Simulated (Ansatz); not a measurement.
Start from BP (space group P4_2/mnm, No. 136; a = 5.532 Å, c = 3.187 Å; a hypothetical phase, not in the database extracts checked). Axes: x, y, z lie along a, b, c of the conventional cell.

It is then changed as follows: biaxial strain −3.82 %, plane normal [001], relaxed out of plane (Cartesian); in-plane vectors clamped, the third vector and the atoms free.

Levels (all Ansatz, a first-principles code, PAW): PBEsol (420 eV, without spin-orbit coupling); r2SCAN (500 eV, no spin-orbit coupling).

The geometry is relaxed with PBEsol.

| Item | Result |
|---|---|
| PBEsol gap character | absent |
| PBEsol band gap | zero |
| PBEsol pressure | 11.0 GPa |

With r2SCAN at the same geometry, the gap character becomes indirect, Γ → k = (0, 0, 0.300) in the run's primitive reciprocal basis (PBEsol: absent); the band gap goes from zero to 0.18 eV; the pressure goes up by 2.0 GPa, from 11.0 GPa to 13.0 GPa.

Single points use the geometry relaxed with PBEsol. Their cutoffs differ, which shifts pressures a little. The mesh was chosen for an insulator and is coarse for the gapless case. No phonon test of stability was made. The final runs are not spin-polarised. A zero or small gap of BP can be the functional's error rather than a property of the material.
